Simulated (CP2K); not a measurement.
# Relaxation of the atoms of a (001) slab of Ba (cut from a parent of space group no. 229; 4 atoms in the cell) at several settings

```
Ba
1.0
    5.12241     0.00000     0.00000
    0.00000     5.12241     0.00000
    0.00000     0.00000    17.53000
Ba
4
Direct
  0.00000   0.00000   0.42841
  0.50000   0.50000   0.28523
  0.00000   0.00000   0.71478
  0.50000   0.50000   0.57159
```

Base: PBEsol, GPW, DZVP-MOLOPT-SR-GTH basis, GTH-PBE potentials (GTH_POTENTIALS) (CP2K). Its settings: CUTOFF = 500 Ry; REL_CUTOFF = 50 Ry; SMEAR/METHOD = METHFESSEL_PAXTON; SIGMA = 0.272 eV; KPOINTS/SCHEME = MONKHORST-PACK 9 9 1; XC_FUNCTIONAL = PBE:PBESOL; Ba/BASIS_SET = DZVP-MOLOPT-SR-GTH; Ba/POTENTIAL = GTH-PBE-q10; METHOD = GPW; EPS_DEFAULT = 1e-10; NGRIDS = 5; SCF_GUESS = ATOMIC; EPS_SCF = 1e-07; MAX_SCF = 100; ADDED_MOS = 8; MIXING/METHOD = BROYDEN_MIXING; MIXING/ALPHA = 0.3; MIXING/NBUFFER = 8.

Each line gives the change from the base single point and the result:

- EXTRAPOLATION: default → USE_GUESS; MAX_FORCE: default → 0.00039; RMS_FORCE: default → 0.00026: pressure averaged over the cell with its vacuum -0.39 GPa; relaxation steps 13; free energy against the base single point -11.1 meV/atom.
- atoms moved at random; EXTRAPOLATION: default → USE_GUESS; MAX_FORCE: default → 9.7e-05; RMS_FORCE: default → 6.5e-05: pressure averaged over the cell with its vacuum -0.39 GPa; largest force (vector length) 0.003 eV/Å; relaxation steps 14; free energy against the base single point -11.1 meV/atom.
- atoms moved at random; EXTRAPOLATION: default → USE_GUESS; MAX_FORCE: default → 0.00058; RMS_FORCE: default → 0.00039: pressure averaged over the cell with its vacuum -0.39 GPa; largest force (vector length) 0.003 eV/Å; relaxation steps 14; free energy against the base single point -11.1 meV/atom.

The starting cell has typed, rounded lattice constants, without a prior relaxation at this level. The slab is cut from that crystal, and its faces are unrelaxed. Its lattice was rescaled in the plane by a random factor within 2.5 % of one. Values carry the incompleteness of an atom-centred basis. The potentials were made for another functional than the one used.
